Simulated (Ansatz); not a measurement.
# GaSb (model structure, started from the BN type, Pm-3n, No. 223, 12 atoms in the cell): properties by level of theory

```json
[
 {"level (code)": "LDA (Ansatz)", "equilibrium lattice constant a (Å)": "[?]", "cohesive energy (eV/atom)": "3.48"},
 {"level (code)": "PBE (Ansatz)", "equilibrium lattice constant a (Å)": "7.670", "cohesive energy (eV/atom)": "2.68"},
 {"level (code)": "PBEsol (Ansatz)", "equilibrium lattice constant a (Å)": "7.549", "cohesive energy (eV/atom)": "[?]"},
 {"level (code)": "r²SCAN (Ansatz)", "equilibrium lattice constant a (Å)": "[?]", "cohesive energy (eV/atom)": "2.73"},
 {"level (code)": "r²SCAN+rVV10 (Ansatz)", "equilibrium lattice constant a (Å)": "[?]", "cohesive energy (eV/atom)": "[?]"}
]
```

**Question.** Complete the blanks.

**Answer.** 
- LDA (Ansatz, a quantum-chemistry and plane-wave program), equilibrium lattice constant a (Å): 7.469
- PBEsol (Ansatz), cohesive energy (eV/atom): 3.03
- r²SCAN (Ansatz), equilibrium lattice constant a (Å): 7.572
- r²SCAN+rVV10 (Ansatz), equilibrium lattice constant a (Å): 7.541
- r²SCAN+rVV10 (Ansatz), cohesive energy (eV/atom): 2.89

Ansatz's density-functional and Hartree–Fock values are scalar-relativistic unless marked +SOC, with PAW data made under PBE.

Free atoms are spin-polarised, in the lowest state found; at levels without +SOC their spin–orbit coupling is left out.

A model structure was made by putting elements into a prototype or built by hand; it is no filed structure, need not be a known phase, and can be a saddle point held by its symmetry.
